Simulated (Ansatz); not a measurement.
## Thickness series in W2C

The parent structure is W2C (space group P-3m1, No. 164; a = 3.035 Å, c = 4.656 Å).

Free-standing slabs (3 atom(s) a layer) normal to the stacking axis with 15 Å of vacuum; in-plane cell relaxed.

Computed with Kohn–Sham DFT with the PBE-D3(BJ) functional, run in Ansatz (an electronic-structure program) with PAW and 420 eV plane waves, no SOC.

Notes on the quantities. excess energy per area of both faces: slab less bulk energy over the cell's area: twice a surface energy; uncertain by up to 0.2 J/m².

| change | excess energy per area of both faces | in-plane lattice parameter a | shortest interatomic distance | thickness between the outermost nuclei |
|---|---|---|---|---|
| base | – | 3.035 Å | 2.117 Å | – |
| 1 layer | 8.2 J/m² | 2.853 Å | 2.121 Å | 2.67 Å |
| 2 layers | 7.4 J/m² | 3.000 Å | 2.079 Å | 7.02 Å |
| 3 layers | 7.5 J/m² | 3.010 Å | 2.083 Å | 11.69 Å |

The excess energy carries the mismatch between the slab's and the bulk's meshes. Whether these cells are dynamically stable was not tested. The final runs are not spin-polarised.
